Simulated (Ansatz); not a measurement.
BeS, pressure series

Take BeS in the zinc blende structure (space group F-43m, No. 216; a = 4.876 Å) as the base.

Cell and atoms are relaxed at each pressure.

Levels (all Ansatz, a quantum-chemistry and plane-wave program, PAW): PBE (420 eV, without spin-orbit coupling); r2SCAN (500 eV, spin-orbit coupling left out); HSE06 (420 eV, scalar-relativistic without spin-orbit coupling); PBE+SOC (420 eV, spin-orbit coupling included).

Band gaps by level, all at the geometries relaxed with PBE:

```
case                  PBE   r2SCAN    HSE06  PBE+SOC
----------------  -------  -------  -------  -------
base              3.15 eV  3.60 eV  4.09 eV  3.11 eV
pressure −2 GPa   3.19 eV  3.65 eV  4.14 eV  3.16 eV
pressure −1 GPa   3.17 eV  3.62 eV  4.12 eV  3.14 eV
pressure 0.3 GPa  3.14 eV  3.59 eV  4.09 eV  3.11 eV
pressure 1.5 GPa  3.11 eV  3.56 eV  4.06 eV  3.08 eV
pressure 3 GPa    3.08 eV  3.53 eV  4.02 eV  3.04 eV
pressure 5 GPa    3.03 eV  3.49 eV  3.98 eV  3.00 eV
pressure 10 GPa   2.93 eV  3.38 eV  3.87 eV  2.90 eV
```

Single points use the geometry relaxed with PBE. The hybrid gap comes from the SCF mesh plus the semilocal run's edge points and a few special points and is an upper bound. The spin-orbit shifts are approximate. Load acts through the strain it causes; cell and atoms are relaxed under it. No phonon test of stability was made. Competing high-pressure phases were not computed.
